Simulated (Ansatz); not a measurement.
Troubleshooting Ansatz (a program for electronic structure): a failed run on Ba3Ge2O7 (I4/mmm, 12 atoms in the cell). The aim is a self-consistent single point with DFT, PBE, plane waves, default PAW files.

Input as run:

Ansatz 0.2 input:
```yaml
# Ba3Ge2O7
crystal:
  lattice:
    - [-2.018675, 2.018675, 10.548873]
    - [2.018675, -2.018675, 10.548873]
    - [2.018675, 2.018675, -10.548873]
  atoms:
    - { symbol: Ba, position: [0.500000, 0.500000, 0.000000] }
    - { symbol: Ba, position: [0.315200, 0.315200, 0.000000] }
    - { symbol: Ba, position: [0.684800, 0.684800, 0.000000] }
    - { symbol: Ge, position: [0.097800, 0.097800, 0.000000] }
    - { symbol: Ge, position: [0.902200, 0.902200, 0.000000] }
    - { symbol: O, position: [0.000000, 0.000000, 0.000000] }
    - { symbol: O, position: [0.595800, 0.095800, 0.500000] }
    - { symbol: O, position: [0.095800, 0.595800, 0.500000] }
    - { symbol: O, position: [0.404200, 0.904200, 0.500000] }
    - { symbol: O, position: [0.904200, 0.404200, 0.500000] }
    - { symbol: O, position: [0.193600, 0.193600, 0.000000] }
    - { symbol: O, position: [0.806400, 0.806400, 0.000000] }
basis:
  ecutwfc: 420.0
kpoints:
  mp_grid: { grid: [6, 6, 6], shift: [1, 1, 1] }
hamiltonian:
  xc: pbe
  pseudopotentials: { kind: paw }
scf:
  occupations: { method: gaussian, width: 0.136 }
output:
  forces: true
  eigenvalues: true
  stress: true
```

The program printed (abridged):

```
Error: invalid value for `kpoints.mp_grid.shift`: each number counts steps of the mesh from Γ, half a step is 0.5 and a whole step moves no point: type 0.5 for a flag of 1, and leave whole steps out of any other number: each must be finite and in (-1, 1); got [1, 1, 1]
```

**Question.** Read the log: what does the program object to, and what is the fix?

**Answer.** The fault is a mesh shift typed as a flag of 1. The shift is counted in steps of the mesh here, so half a step is 0.5; the flag 1 belongs to another code's convention. To fix it, type 0.5 for half a step, or no shift. The program stopped before any SCF iteration.

An input that runs soundly differs in these lines (not the only fix; some lines may just follow from the change or write a value another way):
```diff
-  mp_grid: { grid: [6, 6, 6], shift: [1, 1, 1] }
+  mp_grid: { grid: [6, 6, 6], shift: [0.5, 0.5, 0.5] }
```

With that input, the run converged in 8 iterations: free energy E − TS (on the zero of these files) -30419.4757 eV; pressure -3.28 GPa; largest force (vector length) 1.781 eV/Å (DFT, PBE, plane waves, default PAW files).

On the sound input: the starting cell was generated: these elements placed on a structure prototype, without a prior relaxation; it need not be a known phase or ordering of this composition. With a pressure of about -3 GPa the cell is away from its equilibrium volume at this level. Forces in this geometry exceed 1 eV/Å. Ansatz's pressure includes its estimate of the finite-basis (Pulay) stress. A gap is left out here, as mesh or smearing make it unsure.
